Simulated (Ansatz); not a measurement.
Data:

```yaml
crystal:
  lattice:
    - [4.65710, 0.00000, 0.00000]
    - [0.00000, 4.65710, 0.00000]
    - [0.00000, 0.00000, 3.07966]
  atoms:
    - { symbol: Zn, position: [0.00000, 0.00000, 0.00000] }
    - { symbol: Zn, position: [0.50000, 0.50000, 0.50000] }
    - { symbol: F, position: [0.30163, 0.30163, 0.00000] }
    - { symbol: F, position: [0.80163, 0.19837, 0.50000] }
    - { symbol: F, position: [0.19837, 0.80163, 0.50000] }
    - { symbol: F, position: [0.69837, 0.69837, 0.00000] }
```

No spin polarisation.

The values are results of PBE (Ansatz, a program for electronic structure; PAW; 420 eV plane waves; no spin-orbit coupling), not measurements. Γ-centred 7×7×10 mesh, Fermi–Dirac width 0.05 eV.

Problem. Predict the electron mass and pressure.

Solution. The electron mass is 0.42 mₑ along c, 0.45 mₑ across (at Γ) and the pressure (mean of the normal stresses, compression positive) is 112.7 kbar.

The levels and masses belong to the bands next to the band gap. The cells carry an imposed strain or load. Effective masses come from finite differences of ±0.01 Å⁻¹. No phonon test of stability was made. The cell was made from ZnF2 in the rutile structure (space group P4_2/mnm, No. 136) by this change: isotropic strain −3.00 %.
